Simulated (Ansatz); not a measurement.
## Zinc-blende PbTe (model structure)

Calculation: LDA in Ansatz (PAW).

Numerical settings: plane-wave cutoff 500 eV, 10×10×10 k mesh, Fermi–Dirac smearing 0.05 eV, scalar-relativistic PAW data made under PBE.

Cell (relaxed at this level):

```xyz
2
Lattice="0.0000 3.5622 3.5622 3.5622 0.0000 3.5622 3.5622 3.5622 0.0000" Properties=species:S:1:pos:R:3 pbc="T T T"
Te     1.7811     1.7811     1.7811
Pb     0.0000     0.0000     0.0000
```

```json
{
  "band_gap": "0.37 eV (on the SCF k mesh)"
}
```

Note: the relaxation could raise the start's symmetry but not lower it, so the cell can be a saddle point.

Spin–orbit coupling is not included; with these elements it can move the gap by several tenths of an eV or more.

The computed numbers hold no vibrational or temperature effects.

Cost on a shared machine: around 50 core-seconds (rough).

A model structure was made by putting elements into a prototype or built by hand; it is no filed structure, need not be a known phase, and can be a saddle point held by its symmetry.

Ansatz is an electronic-structure program.
